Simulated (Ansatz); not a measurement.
Effect of isotropic strain +0.50 % on Rh

Base system: Rh in the fcc (Cu type) structure (space group Fm-3m, No. 225; a = 3.7816 Å; relaxed with 0.1 eV smearing).

Modification: every lattice vector is stretched by 0.50 %; the atoms relax in the strained cell.

Level of theory: PBEsol (Ansatz, a quantum-chemistry and plane-wave program; PAW; 420 eV plane waves; without spin-orbit coupling). Settings: 30×30×30 k-points, 0.1 eV Fermi–Dirac smearing.

```tsv
quantity	base	changed	shift
space group	Fm-3m (No. 225)	Fm-3m (No. 225)	–
shortest interatomic distance	2.674 Å	2.687 Å	+0.013 Å
energy relative to the base (free energy F)	0 meV/atom	+2.7 meV/atom	+2.7 meV/atom
band gap	zero	zero	–
```

Stability against distortions was not tested. All final runs are without spin polarisation.
